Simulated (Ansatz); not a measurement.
Data:

End structure of the (510) surface of germanium, 2 pairs of surface atoms bonded, no caps (bottom of the slab: built like the top, H on every dangling bond, free):

```xyz
44
Lattice="5.7600 0.0000 0.0000 0.0000 14.6852 0.0000 0.0000 0.0000 27.5000" Properties=species:S:1:pos:R:3 pbc="T T T"
Ge     5.2496    14.1981     9.7307
Ge     4.8304     6.8555     9.7307
Ge     3.4325    12.4302    10.0616
Ge     0.8875     5.0877    10.0616
Ge     0.0395     8.9595    10.6313
Ge     4.2805     1.6169    10.6313
Ge     2.8562     6.2142    11.1353
Ge     1.4638    13.5567    11.1353
Ge    -0.0636     3.4087    11.6536
Ge     4.3836    10.7513    11.6536
Ge     2.7879     0.6183    12.3369
Ge     1.5321     7.9609    12.3369
Ge     0.0642    12.4046    12.8457
Ge     4.2558     5.0620    12.8457
Ge     2.9411     9.6798    13.4030
Ge     1.3789     2.3372    13.4030
Ge     0.0000     6.7778    13.9763
Ge     4.3200    14.1204    13.9763
Ge     2.8800     3.9537    14.5411
Ge     1.4400    11.2963    14.5411
Ge     0.0000     1.1296    15.1059
Ge     4.3200     8.4722    15.1059
Ge     2.9351    12.9312    15.6943
Ge     1.3849     5.5886    15.6943
Ge     0.0429    10.1814    16.2569
Ge     4.2771     2.8388    16.2569
Ge     2.8211     7.2993    16.7856
Ge     1.4989    -0.0433    16.7856
Ge     0.0169     4.4252    17.4763
Ge     4.3031    11.7678    17.4763
Ge     2.7210     1.7926    17.9764
Ge     1.5990     9.1352    17.9764
Ge     0.0042    13.6099    18.5070
Ge     4.3158     6.2673    18.5070
Ge     3.3292    10.4054    19.4252
Ge     0.9908     3.0628    19.4252
Ge     5.0714     8.5805    18.8721
Ge     5.0086     1.2379    18.8721
H      5.5761    14.2957     8.2124
H      4.5039     6.9531     8.2124
H      3.0825    11.8136     8.6752
H      1.2375     4.4710     8.6752
H      0.9301     9.6149     9.5284
H      3.3899     2.2723     9.5284
```

Set-up: 44 atoms, 11.4 Å thick at the start with caps and adatoms (thin: gaps and levels are the slab's own); mesh 5x2x1; 0.025 eV smearing; dipole correction on; single point; on the structure that PBE left under its start's symmetry; no spin (in PBE a spin-polarised start ends no clearly lower), no spin-orbit, no U. The slab shows no gap over 0.04 eV on its mesh. It is one candidate, not shown to be the stable structure of the face.

Predict the work function of the top face from r2SCAN, at the PBE geometry in Ansatz (a first-principles code).

4.89 eV
